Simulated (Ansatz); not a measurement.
Take CdSe in the zinc blende structure (space group F-43m, No. 216; a = 6.007 Å) as the base. Axes: x, y, z lie along the cube axes.

Computed with Ansatz (a program for electronic structure), LDA, PAW, cutoff 420 eV, scalar-relativistic without spin-orbit coupling.

For the base:

The pressure is 0.00 GPa and the band gap is 0.41 eV. The gap character is direct at Γ.

One thing is altered: uniaxial strain ε_zz = +0.50 %, all other strain components held at zero, atoms relaxed at fixed cell.

### Question
Estimate the effect on the pressure, band gap and gap character.

### Answer
The pressure (mean of the normal stresses, compression positive) goes from zero to -0.28 GPa; the band gap falls by 0.02 eV, from 0.41 eV to 0.39 eV; the gap character stays direct at Γ.

No phonon test of stability was made. k-point labels follow each cell's own Brillouin zone.
